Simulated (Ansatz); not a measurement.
System: Cu₂Sb (P4/nmm, No. 129). Method: r²SCAN in Ansatz (PAW).

Numerical settings: plane-wave cutoff 500 eV, 10×10×8 k mesh (along the axes of the cell as run), Fermi–Dirac smearing 0.05 eV, no spin polarisation, scalar-relativistic PAW data made under PBE.

Computed at the level's own relaxed cell.

Q: Estimate the equilibrium volume per atom, lattice constant a and c axis length that the calculation returns.

A: 
* **equilibrium volume per atom**: 16.16 Å³/atom
* **lattice constant a**: 4.001 Å
* **c axis length**: 6.055 Å

The run finds no gap.

Spin–orbit coupling is not included.

Static lattice: no zero-point or thermal effects.

Ansatz is a quantum-chemistry and plane-wave program.
